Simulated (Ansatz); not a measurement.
A W6S6 chain, stretched and compressed along its axis from its relaxed period of 4.342 Å, atoms relaxed at each length.

The numbers are results of PBE+D3(BJ) (plane waves to 420 eV, PAW; Ansatz, a program for electronic structure), not measurements. Mesh 1×1×68. No spin polarisation, so a magnetic state wasn't tested. Isolated but for its images some 11 Å away. A hypothetical model. Only distortions within the start's symmetry and period were free. Values not marked SOC lack spin–orbit coupling. Buckling under compression is shut out by symmetry and the short period. Energies are free energies at a Fermi–Dirac width of 0.02 eV, from the unstrained cell.

```tsv
strain (%)	energy (meV a period)	axial force (nN)
-3.0	+299	-7.60
-1.5	+72	-3.62
0.0	0	+0.03
+1.5	+69	+3.32
+3.0	+265	+6.22
```

The slope of the force at zero strain is 230 nN.
